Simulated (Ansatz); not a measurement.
The parent structure is GaN in the zinc blende structure (space group F-43m, No. 216; a = 4.455 Å). Axes: x, y, z lie along the cube axes.

Method: Kohn–Sham DFT with the LDA functional, run in Ansatz (a first-principles code) with PAW and 420 eV plane waves, scalar-relativistic without spin-orbit coupling.

Perturbation: every lattice vector is shortened by 0.50 %; the atoms relax in the strained cell.

### Question
Predict the stress tensor and what it implies for the stiffness.

### Answer
Stress of the strained cell less that of the base (GPa, compression positive):
```
   3.15    0.00    0.00
   0.00    3.15    0.00
   0.00    0.00    3.15
```

Then B = −ΔP/(ΔV/V₀) with ΔV/V₀ = -0.0149 gives secant stiffness values (nonlinear terms included at this strain): B ≈ 211 GPa.

No phonon test of stability was made. This is not the structure that GaN has at room temperature and ambient pressure.
